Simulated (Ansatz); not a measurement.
## Converging shifted k-point meshes: In (I4/mmm, 1 atom in the cell)

```
In
1.0
   -1.62987     1.62987     2.48243
    1.62987    -1.62987     2.48243
    1.62987     1.62987    -2.48243
In
1
Direct
  0.00000   0.00000   0.00000
```

Method: PBE (plane waves, PAW; Ansatz, a first-principles code).

Base settings: basis.ecutwfc = 420 eV; kpoints.mp_grid.grid = 14 14 14; hamiltonian.xc = pbe; hamiltonian.pseudopotentials = {kind: paw} (the program's default PAW files); scf.occupations.method = fermi_dirac; scf.occupations.width = 0.1 eV.

In this ladder: kpoints.mp_grid.shift = 0.5 0.5 0.5.

Only quantities that move along the ladder and can be compared are tabulated.

The count of work is k-points × plane waves × bands × iterations; it is no time. Core times come from one kind of shared machine, to one figure; runs under 30 s give none.

The starting cell has typed, rounded lattice constants, without a prior relaxation at this level. Its lattice was rescaled by up to half a per cent. Ansatz's pressure includes its estimate of the finite-basis (Pulay) stress.

Steps (kpoints.mp_grid.grid): 2 2 2; 3 3 3; 4 4 4; 5 5 5; 6 6 6; 7 7 7; 8 8 8; 9 9 9; 10 10 10; 11 11 11; 12 12 12; 13 13 13; 15 15 15; 17 17 17; 18 18 18; 20 20 20; 22 22 22; 25 25 25; 28 28 28; 31 31 31; 34 34 34; 38 38 38; 42 42 42; 46 46 46.

**Question.** What is the coarsest kpoints.mp_grid.grid that holds the free energy within 1 meV/atom of the last step, with all finer ones?

**Answer.** 12 12 12, at 0.020 of the last step's count of work; the step before is off by 7.3 meV/atom.

**Question.** What is the coarsest kpoints.mp_grid.grid that holds the pressure within 0.05 GPa of the last step, with all finer ones?

**Answer.** 13 13 13, at 0.029 of the last step's count of work; the step before is off by 0.17 GPa.

| kpoints.mp_grid.grid | free energy less the last step's (meV/atom) | pressure (GPa) | count of work / last | core time / last (rough) |
|---|---|---|---|---|
| 2 2 2 | 1339.96 | 8.78 | 0.00038 | – |
| 3 3 3 | -135.23 | 2.03 | 0.00076 | – |
| 4 4 4 | -30.25 | 1.12 | 0.0014 | – |
| 5 5 5 | -10.62 | 1.11 | 0.0023 | – |
| 6 6 6 | 15.38 | 1.55 | 0.0041 | – |
| 7 7 7 | 21.18 | 1.82 | 0.0059 | – |
| 8 8 8 | 11.28 | 1.86 | 0.0083 | – |
| 9 9 9 | -13.54 | 1.45 | 0.011 | – |
| 10 10 10 | 5.21 | 1.72 | 0.015 | – |
| 11 11 11 | 7.27 | 1.78 | 0.019 | – |
| 12 12 12 | 0.00 | 1.82 | 0.020 | – |
| 13 13 13 | -0.56 | 1.69 | 0.029 | – |
| 15 15 15 | 0.06 | 1.61 | 0.043 | – |
| 17 17 17 | 0.50 | 1.64 | 0.060 | – |
| 18 18 18 | 0.12 | 1.65 | 0.070 | – |
| 20 20 20 | -0.13 | 1.66 | 0.094 | – |
| 22 22 22 | -0.07 | 1.65 | 0.12 | – |
| 25 25 25 | -0.02 | 1.64 | 0.17 | – |
| 28 28 28 | 0.07 | 1.66 | 0.24 | – |
| 31 31 31 | -0.05 | 1.65 | 0.32 | 0.4 |
| 34 34 34 | -0.01 | 1.65 | 0.42 | 0.4 |
| 38 38 38 | 0.00 | 1.65 | 0.58 | 0.6 |
| 42 42 42 | -0.01 | 1.65 | 0.77 | 0.7 |
| 46 46 46 | 0.00 | 1.65 | 1.0 | 1 |

Two neighbours can agree and both be off: 4 4 4 and 5 5 5 differ by 0.01 GPa in the pressure, yet lie about 0.54 GPa from the last step.

Keys are those of Ansatz 0.2.
